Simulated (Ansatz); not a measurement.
Fluorite NiSi₂, treated with PBE-D4 (PAW; Ansatz, a program for electronic structure).

Run with plane-wave cutoff 500 eV, 12×12×12 k mesh, Fermi–Dirac smearing 0.05 eV, no spin polarisation, scalar-relativistic PAW data made under PBE.

Computed at the level's own relaxed cell.

### Question
Give the computed volume per atom and lattice parameter a.

### Answer

volume per atom: 12.99 Å³/atom
lattice parameter a: 5.382 Å

Measured, for comparison: equilibrium volume per atom 13.17 Å³/atom, lattice constant a 5.406 Å (temperature not stated, not corrected to a static lattice; as tabulated in Wikipedia's data pages). Computed (rounded) less measured: equilibrium volume per atom -1.4 %, lattice constant a -0.4 %. A static lattice is as a rule a little smaller and stiffer than an uncorrected measurement, which narrows the difference in the equilibrium volume per atom, lattice constant a and would widen misses of the other sign.

Static lattice: no zero-point or thermal effects.
